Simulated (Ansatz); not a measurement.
The starting structures come from a database of crystals and need not be the phases stable at ambient conditions.

Tunnelling through a barrier is set by its complex band structure: the current falls as exp(−2κd) with the smallest κ.

Given:

```xyz
12
Lattice="7.2202 0.0090 -0.0244 0.9260 10.3259 0.0071 -0.9260 -1.2322 3.3439" Properties=species:S:1:pos:R:3 pbc="T T T"
Zr     0.0000     4.5468     1.6755
Zr     0.0000     0.0000     0.0000
Tl     3.4441     1.9640     1.6775
Tl     3.7761     7.1387     1.6491
Cu     7.1635     7.4920     0.6901
Cu     0.0567     1.6106     2.6364
S      5.0660     4.5456     3.0779
S      2.1542     4.5571     0.2486
S      1.2282    -0.3142     2.2516
S      5.9920     9.4168     1.0750
S      0.8531     6.7436     2.7212
S      6.3671     2.3591     0.6053
```

Space group of this cell: Cmcm. The cell was relaxed by PBE-D3(BJ); by PBEsol its mean pressure is -1.0 GPa.

Transport runs along the normal of the first two printed cell vectors.

The gap is the functional's own, uncorrected, and κ follows it; spin-orbit coupling is left out. Mid-gap values are interpolated between the computed energies.

**Question.** Estimate the band gap and the smallest decay constant κ at mid-gap that PBEsol (Ansatz, a quantum-chemistry and plane-wave program) returns for this system.

**Answer.** Gap 0.57 eV on a 10×10×10 mesh; κ = 0.116 1/Å, at (0.500, 0.000) of the in-plane reciprocal vectors. At the zone centre, at the nearest computed energy, the slowest state has κ = 0.12 1/Å.
